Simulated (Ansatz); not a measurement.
Consider ZnO in the wurtzite structure (space group P6_3mc, No. 186; a = 3.280 Å, c = 5.294 Å).

Levels (all Ansatz, a quantum-chemistry and plane-wave program, PAW, earlier PAW set): PBE (420 eV, without spin-orbit coupling); r2SCAN (500 eV, no SOC); HSE06 (420 eV, scalar-relativistic without spin-orbit coupling).

Levels that relaxed their own cell: PBE and r2SCAN.

| level | band gap | lattice parameter a | lattice parameter c | electron mass at Γ |
|---|---|---|---|---|
| PBE | 0.74 eV | 3.280 Å | 5.294 Å | 0.136 mₑ |
| r2SCAN | 1.23 eV | 3.235 Å | 5.211 Å | 0.188 mₑ |
| HSE06 | 2.52 eV | – | – | – |

Measured: band gap 3.6 eV (static lattice; corrected from measurement; as listed in Wei Chen et al., Physical Review Materials (2018)); lattice parameter a 3.2482 Å (0 K or low temperature; as listed in arXiv:1206.3780); lattice parameter c 5.204 Å (0 K or low temperature; as listed in arXiv:1206.3780); electron mass at Γ 0.24 mₑ (temperature not stated; as listed in S.Zh. Karazhanov et al., Journal of Crystal Growth (2005)).

Computed minus measured — band gap: PBE -2.86 eV, r2SCAN -2.37 eV, HSE06 -1.08 eV (closest: HSE06); lattice parameter a: PBE +1.0 %, r2SCAN -0.4 % (closest: r2SCAN); lattice parameter c: PBE +1.7 %, r2SCAN +0.1 % (closest: r2SCAN); electron mass at Γ: PBE -43 %, r2SCAN -22 % (closest: r2SCAN). Measured values not marked as corrected hold thermal and zero-point effects that the static-lattice runs lack. A measured gap can be an optical one, lowered by exciton binding.

Single points use the geometry relaxed with r2SCAN. Masses are band curvatures over ±0.01 Å⁻¹ around the edge. Whether these cells are dynamically stable was not tested.
